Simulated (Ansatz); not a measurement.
## A series of runs on CsCu2Cl3 (Cmcm, 12 atoms in the cell)

```cif
data_Cl6Cs2Cu4
_chemical_formula_sum 'Cs2 Cu4 Cl6'
_space_group_name_H-M_alt 'P 1'
_space_group_IT_number 1
_cell_length_a 7.60772
_cell_length_b 7.60772
_cell_length_c 5.59440
_cell_angle_alpha 90.000
_cell_angle_beta 90.000
_cell_angle_gamma 102.747
loop_
_space_group_symop_operation_xyz
  'x, y, z'
loop_
_atom_site_label
_atom_site_type_symbol
_atom_site_fract_x
_atom_site_fract_y
_atom_site_fract_z
_atom_site_occupancy
Cs1 Cs 0.31540 0.68460 0.25000 1
Cs2 Cs 0.68460 0.31540 0.75000 1
Cu1 Cu 0.83580 0.83580 0.00000 1
Cu2 Cu 0.16420 0.16420 0.50000 1
Cu3 Cu 0.16420 0.16420 0.00000 1
Cu4 Cu 0.83580 0.83580 0.50000 1
Cl1 Cl 0.88670 0.11330 0.25000 1
Cl2 Cl 0.11330 0.88670 0.75000 1
Cl3 Cl 0.83100 0.59920 0.25000 1
Cl4 Cl 0.16900 0.40080 0.75000 1
Cl5 Cl 0.59920 0.83100 0.75000 1
Cl6 Cl 0.40080 0.16900 0.25000 1
```

Base run A: r2SCAN, default PAW files made with PBE (Ansatz, a program for electronic structure), self-consistent single point.

Its settings: kpoints.mp_grid.grid = 2 2 3; hamiltonian.xc = r2scan; hamiltonian.pseudopotentials = {kind: paw} (the program's default PAW files); scf.occupations.method = cold; scf.occupations.width = 0.05 eV.

The starting cell comes from a database of published, mostly measured structures (it also holds non-ambient and calculated ones), without a prior relaxation at this level. Ansatz's pressure includes its estimate of the finite-basis (Pulay) stress.

ΔF is the free energy per atom less that of run A. 

```csv
run,"scf.occupations.method, scf.occupations.width",ΔF (meV/atom),pressure (GPa),largest force (eV/Å),gap on the mesh (eV),TS (meV/atom)
A,"cold, 0.05 eV",0.00,-0.68,0.255,2.190,0.0
B,"gaussian, 0.3 eV",0.00,-0.68,0.255,2.190,0.0
C,"fermi_dirac, 0.3 eV",-1.82,-0.61,0.240,2.209,9.9
D,"methfessel_paxton, 0.3 eV",0.00,-0.68,0.255,2.190,0.0
E,"cold, 0.3 eV",0.00,-0.68,0.255,2.190,0.0
F,"tetrahedron, default",0.00,-0.68,0.255,2.190,0.0
```

Run C against A: The free energy goes down by 1.8 meV/atom, the pressure hardly changes (-0.68 to -0.61 GPa), the largest force goes from 0.255 to 0.240 eV/Å and the gap on the mesh goes from 2.190 to 2.209 eV.

Run E against A: The free energy hardly moves (within 1 meV/atom), the pressure stays at -0.68 GPa, the largest force stays at 0.255 eV/Å and the gap on the mesh stays at 2.190 eV.

Keys are those of Ansatz 0.2.
